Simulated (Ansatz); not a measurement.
# Parameter sweep on LaPd3 (Pm-3m, 4 atoms in the cell)

```xyz
4
Lattice="4.2280 0.0000 0.0000 0.0000 4.2280 0.0000 0.0000 0.0000 4.2280" Properties=species:S:1:pos:R:3 pbc="T T T"
La     0.0000     0.0000     0.0000
Pd     0.0000     2.1140     2.1140
Pd     2.1140     0.0000     2.1140
Pd     2.1140     2.1140     0.0000
```

Base run A: Ansatz (a program for electronic structure) with PBEsol, default PAW files made with PBE, self-consistent single point.

Its settings: basis.ecutwfc = 420 eV; kpoints.mp_grid.grid = 6 6 6; hamiltonian.xc = pbesol; hamiltonian.pseudopotentials = {kind: paw} (the program's default PAW files); scf.occupations.method = gaussian; scf.occupations.width = 0.05 eV.

The starting cell comes from a database of published, mostly measured structures (it also holds non-ambient and calculated ones), without a prior relaxation at this level. Spin polarisation is off. In the base run, with a pressure of about -6 GPa the cell is away from its equilibrium volume at this level. Ansatz's pressure includes its estimate of the finite-basis (Pulay) stress.

Runs:
- B: hamiltonian.xc: pbesol → lda [LDA (PW92)]
- C: hamiltonian.xc: pbesol → blyp [BLYP]
- D: basis.ecutwfc: 420 eV → 500 eV; hamiltonian.xc: pbesol → r2scan [r2SCAN]

Question: What does run C change against A?

Answer: The pressure goes from -5.92 to 8.13 GPa.

Question: What does run D change against A?

Answer: The pressure goes from -5.92 to -1.82 GPa.

```
run  pressure (GPa)
---  --------------
A             -5.92
B             -9.54
C              8.13
D             -1.82
```

Left out of this page: 2 runs of the series held back from this collection.

Keys are those of Ansatz 0.2.
